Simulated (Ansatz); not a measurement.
Data:

End structure of the (11-21) surface of hcp Ti in its 1x1 cell, outermost plane spacing 0.70 Å in the ideal cut:

```yaml
crystal:
  lattice:
    - [5.08987, 0.00000, 0.00000]
    - [2.54493, 4.87807, 0.00000]
    - [0.00000, 0.00000, 26.00000]
  atoms:
    - { symbol: Ti, position: [0.44253, 0.74494, 0.31995] }
    - { symbol: Ti, position: [0.03136, 0.34005, 0.34140] }
    - { symbol: Ti, position: [0.90501, 0.87574, 0.36476] }
    - { symbol: Ti, position: [0.45374, 0.40590, 0.39513] }
    - { symbol: Ti, position: [0.34389, 0.95426, 0.41736] }
    - { symbol: Ti, position: [0.91324, 0.50266, 0.44376] }
    - { symbol: Ti, position: [0.80868, 0.04076, 0.47452] }
    - { symbol: Ti, position: [0.37702, 0.59023, 0.50000] }
    - { symbol: Ti, position: [0.25921, 0.13969, 0.52548] }
    - { symbol: Ti, position: [0.82567, 0.67779, 0.55624] }
    - { symbol: Ti, position: [0.70793, 0.22619, 0.58264] }
    - { symbol: Ti, position: [0.26942, 0.77455, 0.60487] }
    - { symbol: Ti, position: [0.19052, 0.30471, 0.63524] }
    - { symbol: Ti, position: [0.78119, 0.84039, 0.65860] }
    - { symbol: Ti, position: [0.59724, 0.43551, 0.68005] }
```

Set-up: 15 atoms, 9.8 Å thick at the start (thin: gaps and levels are the slab's own); mesh 8x8x1; 0.1 eV smearing; dipole correction on; all atoms relaxed; start symmetry kept, larger cells not searched; no spin, no spin-orbit, no U.

**Question.** Estimate the work function of the top face that PBE run with Ansatz (a quantum-chemistry and plane-wave program) returns for this input.

**Answer.** 3.48 eV

**Question.** What is the computed surface energy (mean of both faces) (PBE)?

**Answer.** 2.02 J/m²
